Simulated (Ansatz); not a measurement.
The parent structure is Ta in the bcc (W type) structure (space group Im-3m, No. 229; a = 3.306 Å; relaxed with 0.1 eV smearing). Axes: x, y, z lie along the cube axes.

Method: Kohn–Sham DFT with the r2SCAN functional, run in Ansatz (an electronic-structure program) with PAW and 500 eV plane waves, spin-orbit coupling left out.

It is then changed as follows: uniaxial strain ε_zz = +1.50 %, all other strain components held at zero, atoms relaxed at fixed cell.

Estimate the effect on the energy relative to the base and stress.

The energy grows by 3.4 meV/atom; the stress (xx, yy, zz, yz, xz, xy; compression positive) is (-2.4, -2.4, -3.9, 0.0, 0.0, 0.0) GPa.

Stability against distortions was not tested. The final runs are not spin-polarised.
